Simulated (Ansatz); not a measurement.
SnC (model structure, started from the wurtzite type, P6₃mc, No. 186, 4 atoms in the cell) was calculated with PBE (Ansatz, a quantum-chemistry and plane-wave program, plane waves, PAW).

Numerical settings: plane-wave cutoff 520 eV, 12×12×6 k mesh (along the axes of the cell as run), Fermi–Dirac smearing 0.01 eV, scalar-relativistic PAW data made under PBE.

Cell (relaxed at this level):

```yaml
crystal:
  lattice:
    - [3.59099, 0.00000, 0.00000]
    - [-1.79550, 3.10989, 0.00000]
    - [0.00000, 0.00000, 5.87921]
  atoms:
    - { symbol: Sn, position: [0.66667, 0.33333, 0.00042] }
    - { symbol: Sn, position: [0.33333, 0.66667, 0.50042] }
    - { symbol: C, position: [0.66667, 0.33333, 0.62478] }
    - { symbol: C, position: [0.33333, 0.66667, 0.12478] }
```

Give the computed band gap and bulk modulus B0.


band gap: 0.80 eV (on the SCF k mesh)
bulk modulus B0: 124 GPa

Note: the bulk modulus is −V dP/dV from two relaxed cells at ±2 % in volume; the relaxation could raise the start's symmetry but not lower it, so the cell can be a saddle point.

Spin–orbit coupling is not included.

Computed values are for the static lattice.

A model structure was made by putting elements into a prototype or built by hand; it is no filed structure, need not be a known phase, and can be a saddle point held by its symmetry.
